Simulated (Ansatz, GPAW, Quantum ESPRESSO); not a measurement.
**Code comparison for ZrNi2P2 (I4/mmm, 5 atoms in the cell)**

Self-consistent single point.

```
CELL_PARAMETERS angstrom
     -1.88834     1.88834     4.87944
      1.88834    -1.88834     4.87944
      1.88834     1.88834    -4.87944
ATOMIC_POSITIONS crystal
  Zr 0.00000 0.00000 0.00000
  Ni 0.25000 0.75000 0.50000
  Ni 0.75000 0.25000 0.50000
  P  0.61774 0.61774 0.00000
  P  0.38226 0.38226 0.00000
```

Shared settings, as Ansatz (an electronic-structure program) writes them: kpoints.mp_grid.grid = 8 8 8; scf.occupations.method = gaussian; scf.occupations.width = 0.02 Ry. Potentials and cutoffs stand in the table.

| code | model | pressure (GPa) | largest force (eV/Å) | cutoff |
|---|---|---|---|---|
| Ansatz | PBEsol, PAW files made with PBE | -14.68 | 0.565 | default |
| Quantum ESPRESSO | PBEsol, PSlibrary PAW (PBE) pseudopotentials | -14.56 | 0.549 | 55 Ry |
| GPAW | PBEsol, GPAW PAW datasets PBEsol (made by gpaw-setup) | -13.62 | 0.440 | 800 eV |

On Ansatz's run: spin polarisation is off, so a magnetic state, if there is one, cannot be reached.

The spread over the programs that give each value: pressure within 1.06 GPa; largest force within 0.125 eV/Å.

Ansatz's pressure is given at a fixed set of plane waves, as the other plane-wave codes print theirs; with its correction for the finite basis it is -14.65 GPa.

The starting cell comes from a database of computed structures (which also holds hypothetical and non-ambient phases and stackings), without a prior relaxation at this level. Its lattice was rescaled by a random factor within 2.5 % of one.

Left out of this page: Elk and FLEUR (not drawn, or without a comparable value); SIESTA (unsound by tests on forces, stress, charge or solver warnings).

Keys are those of Ansatz 0.2.
